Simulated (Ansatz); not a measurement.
The starting structures come from a database of crystals and need not be the phases stable at ambient conditions.

By PBEsol, the system below comes out a metal.

Without scattering a metal conducts by its projected Fermi surface.

Consider the following.

```yaml
crystal:
  lattice:
    - [4.18704, 0.00000, 0.00000]
    - [0.00000, 4.18704, 0.00000]
    - [0.00000, 0.00000, 4.18704]
  atoms:
    - { symbol: In, position: [0.00000, 0.00000, 0.00000] }
    - { symbol: Ag, position: [0.00000, 0.50000, 0.50000] }
    - { symbol: Ag, position: [0.50000, 0.00000, 0.50000] }
    - { symbol: Ag, position: [0.50000, 0.50000, 0.00000] }
```

Space group of this cell: Pm-3m, Cu3Au type. The cell is taken as given; by PBEsol its mean pressure is -3.2 GPa.

The current flows along the normal of the first two printed cell vectors, the (001) plane of the conventional cell. No spin-orbit coupling; the value is a mean over 0.1 eV about the Fermi level.

Q: Compute, with PBEsol run with Ansatz (a quantum-chemistry and plane-wave program), the ballistic conductance per area.

A: 0.79 × 10¹⁵ S/m² for both spins.
